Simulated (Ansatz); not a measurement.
A relaxation of cell and atoms of Ba (Im-3m, 1 atom in the cell) with Ansatz (a first-principles code).

Level of theory: PBE (plane waves, PAW; Ansatz).

The change in words: atoms on their sites; basis.ecutwfc: 420 eV → 505 eV; relax: default → cell and atoms. Reference geometry:
```
Ba
1.0
   -2.49745     2.49745     2.49745
    2.49745    -2.49745     2.49745
    2.49745     2.49745    -2.49745
Ba
1
Direct
  0.00000   0.00000   0.00000
```

Reference input (self-consistent single point, DFT, PBE, plane waves, default PAW files): basis.ecutwfc = 420 eV; kpoints.mp_grid.grid = 9 9 9; hamiltonian.xc = pbe; hamiltonian.pseudopotentials = {kind: paw} (the program's default PAW files); scf.occupations.method = gaussian; scf.occupations.width = 0.1 eV. This run's input differs from it in these lines:

Ansatz 0.2 input:
```diff
@@ -9,3 +9,3 @@
 basis:
-  ecutwfc: 420.0 eV
+  ecutwfc: 505.0 eV
 kpoints:
@@ -17,2 +17,4 @@
   occupations: { method: gaussian, width: 0.1 eV }
+relax:
+  cell: {}
 output:
```

Log, with long lists cut:

```
   [... SCF lines of the steps left out ...]
relax step   1: F+E_penalty+E_count = -5949.54220046 eV  Δ(F+E_penalty+E_count) = +0.000e0 eV  max|allowed force component| = 0.000e0 eV/Å  Δτ_max = 0.0000 Å  P = +0.155 GPa  Ω = 62.309 Å³  (6 SCF iters, dr2 threshold 1.00e-7 eV, accepted)
relax step   2: F+E_penalty+E_count = -5949.54242960 eV  Δ(F+E_penalty+E_count) = -2.291e-4 eV  max|allowed force component| = 0.000e0 eV/Å  Δτ_max = 0.0000 Å  P = +0.115 GPa  Ω = 62.584 Å³  energy of the carried Pulay correction = -1.812e-6 eV  (3 [...]
relax step   3: F+E_penalty+E_count = -5949.54271498 eV  Δ(F+E_penalty+E_count) = -2.854e-4 eV  max|allowed force component| = 0.000e0 eV/Å  Δτ_max = 0.0000 Å  P = +0.002 GPa  Ω = 63.389 Å³  energy of the carried Pulay correction = -7.078e-6 eV  (4 [...]
relax step   4: F+E_penalty+E_count = -5949.54272239 eV  Δ(F+E_penalty+E_count) = -7.404e-6 eV  max|allowed force component| = 0.000e0 eV/Å  Δτ_max = 0.0000 Å  P = +0.002 GPa  Ω = 63.389 Å³  stress off target by 1.74e-3 GPa  SCF on the basis [...]
basis re-selected at this cell: Δ(F+E_penalty+E_count) = -7.404e-6 eV, ΔP = +0.000 GPa vs the last step
Stability not checked: this state was not tested for a lower state beside it, because too few of the mixer's solves of this state at the end of the SCF gave a …
Free energy (F): -5949.542722 eV
Internal energy: -5949.535658 eV  (E = F + TS)
E sigma→0 (E₀):  -5949.539190 eV
Entropy (-TS):   -0.007065 eV (-7.065 meV/atom)
Fermi energy:    5.803683 eV
--- Forces (eV/Å), atoms counted from 1 ---
  atom   1  Ba     0.00000000    -0.00000000     0.00000000
--- Stress (GPa, compression-positive) ---
   [... lines left out ...]
to start a new deck from the relaxed geometry:
  cell:  # Å, volume = 63.3887 Å³
    - [-2.5117935795061865, 2.5117935795061865, 2.5117935795061865]
    - [2.5117935795061865, -2.5117935795061865, 2.5117935795061865]
    - [2.5117935795061865, 2.5117935795061865, -2.5117935795061865]
  atoms:
    - { symbol: Ba, position: [0.0, 0.0, 0.0] }
```

The run converged. 

Summary of the result:
| Item | Result |
|---|---|
| Free energy E − TS (on the zero of these files) | -5949.5427 eV |
| Fermi level (on the code's own zero) | 5.80 eV |
| Pressure | 0.00 GPa |
| Final cell | a = b = c = 4.3506 Å, α = β = γ = 109.47° |
| Final volume per atom | 63.39 Å³ |
| Relaxation steps | 4 |

The starting cell has typed, rounded lattice constants, without a prior relaxation at this level. Its lattice was rescaled by up to half a per cent. The relaxation keeps the symmetry of its start, so its end need not be a minimum. Ansatz's pressure includes its estimate of the finite-basis (Pulay) stress.
